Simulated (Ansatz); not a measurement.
**ZrN, response to strain**

Start from ZrN in the rock salt structure (space group Fm-3m, No. 225; relaxed with 0.1 eV smearing).

```xyz
2
Lattice="0.0000 2.2766 2.2766 2.2766 0.0000 2.2766 2.2766 2.2766 0.0000" Properties=species:S:1:pos:R:3 pbc="T T T"
N      0.0000     0.0000     0.0000
Zr     2.2766     2.2766     2.2766
```

Cartesian axes are those of the cell as printed.

Strains are applied to the cell and any free atomic positions relax; under biaxial strain the out-of-plane vector relaxes too.

Computed with DFT with PBEsol, PAW potentials and a 420 eV plane-wave cutoff in Ansatz (a quantum-chemistry and plane-wave program), no SOC, earlier PAW set.

Notes on the quantities. pressure: mean of the normal stresses, compression positive.

```tsv
change	pressure	shortest interatomic distance
base	0.0 GPa	2.277 Å
biaxial strain +0.84 %, plane normal [001], relaxed out of plane	-3.5 GPa	2.269 Å
isotropic strain −4.79 %	54.1 GPa	2.168 Å
isotropic strain +1.47 %	-10.7 GPa	2.310 Å
isotropic strain +2.01 %	-14.1 GPa	2.322 Å
uniaxial strain ε_xx = +0.51 %	-1.3 GPa	2.277 Å
uniaxial strain ε_yy = +2.16 %	-5.2 GPa	2.277 Å
uniaxial strain ε_zz = +4.32 %	-9.4 GPa	2.277 Å
tensor shear ε_xz = −0.67 %	0.0 GPa	2.277 Å
```

Whether these cells are dynamically stable was not tested. All final runs are without spin polarisation. An odd electron count without spin: ZrN.
